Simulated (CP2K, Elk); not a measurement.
An Elk input for a self-consistent single point of YGe2 (I4_1/amd, 6 atoms in the cell) (DFT, PBEsol, all-electron FP-LAPW, Elk's shipped species files, default APW+lo basis):

```
tasks
  0

xctype
  22

rmtscf
  0.95

swidth
  0.00367493

maxscl
  100

scale
  1.889726125

avec
   -2.0218850000    2.0218850000    8.4276940000
    2.0218850000   -2.0218850000    8.4276940000
    2.0218850000    2.0218850000   -8.4276940000

sppath
  './'

atoms
  2
  'Y.in'
  2
  0.5000000000  0.5000000000  0.0000000000    0.0 0.0 0.0
  0.2500000000  0.7500000000  0.5000000000    0.0 0.0 0.0
  'Ge.in'
  4
  0.8279900000  0.3279900000  0.5000000000    0.0 0.0 0.0
  0.0779900000  0.0779900000  0.0000000000    0.0 0.0 0.0
  0.9220100000  0.9220100000  0.0000000000    0.0 0.0 0.0
  0.6720100000  0.1720100000  0.5000000000    0.0 0.0 0.0

ngridk
  5 5 5
```

Question: Write the same calculation as an input for CP2K.

Answer: One input that does it (others would too):

```
&GLOBAL
  PROJECT calc
  RUN_TYPE ENERGY_FORCE
  PRINT_LEVEL MEDIUM
&END GLOBAL
&FORCE_EVAL
  METHOD Quickstep
  STRESS_TENSOR ANALYTICAL
  &DFT
    BASIS_SET_FILE_NAME BASIS_MOLOPT
    POTENTIAL_FILE_NAME GTH_POTENTIALS
    &QS
      METHOD GPW
      EPS_DEFAULT 1E-11
    &END QS
    &MGRID
      CUTOFF 500
      REL_CUTOFF 60
      NGRIDS 5
    &END MGRID
    &SCF
      SCF_GUESS ATOMIC
      EPS_SCF 1E-6
      MAX_SCF 100
      ADDED_MOS 7
      &DIAGONALIZATION
        ALGORITHM STANDARD
      &END DIAGONALIZATION
      &MIXING
        METHOD BROYDEN_MIXING
        ALPHA 0.2
        NBUFFER 12
        BETA 1
      &END MIXING
      &SMEAR ON
        METHOD FERMI_DIRAC
        ELECTRONIC_TEMPERATURE [K] 1160.45
      &END SMEAR
    &END SCF
    &KPOINTS
      SCHEME MONKHORST-PACK 5 5 5
    &END KPOINTS
    &XC
      &XC_FUNCTIONAL
        &PBE
          PARAMETRIZATION PBESOL
        &END PBE
      &END XC_FUNCTIONAL
    &END XC
    &PRINT
      &MO
        EIGENVALUES T
        OCCUPATION_NUMBERS T
        NDIGITS 8
        FILENAME mo
        &EACH
          QS_SCF 0
        &END EACH
        ADD_LAST NUMERIC
      &END MO
      &MULLIKEN ON
      &END MULLIKEN
    &END PRINT
  &END DFT
  &SUBSYS
    &CELL
      ABC 8.89955400 8.89955380 8.89955388
      ALPHA_BETA_GAMMA 153.73667972 153.73668003 37.48244865
      PERIODIC XYZ
    &END CELL
    &COORD
      Y        7.98085200     2.70777100     0.00000000
      Y        3.53107500     2.70777100     1.42968850
      Ge       5.69463029     0.42235812     1.42968850
      Ge       1.24485329     0.42235812     0.00000000
      Ge      14.71685071     4.99318388     0.00000000
      Ge       3.20492371    -0.42235812     1.42968850
    &END COORD
    &KIND Y
      BASIS_SET DZVP-MOLOPT-SR-GTH-q11
      POTENTIAL GTH-PBE-q11
    &END KIND
    &KIND Ge
      BASIS_SET DZVP-MOLOPT-SR-GTH-q4
      POTENTIAL GTH-PBE-q4
    &END KIND
  &END SUBSYS
  &PRINT
    &FORCES ON
    &END FORCES
    &STRESS_TENSOR ON
    &END STRESS_TENSOR
  &END PRINT
&END FORCE_EVAL
```

Basis settings and potentials, where a program has them, do not carry over. This input uses DFT PBEsol, GPW, DZVP-MOLOPT-SR-GTH basis, GTH-PBE potentials (GTH_POTENTIALS).

The starting cell comes from a database of computed structures (which also holds hypothetical and non-ambient phases and stackings), without a prior relaxation at this level. Its lattice was rescaled by a random factor within 2.5 % of one.
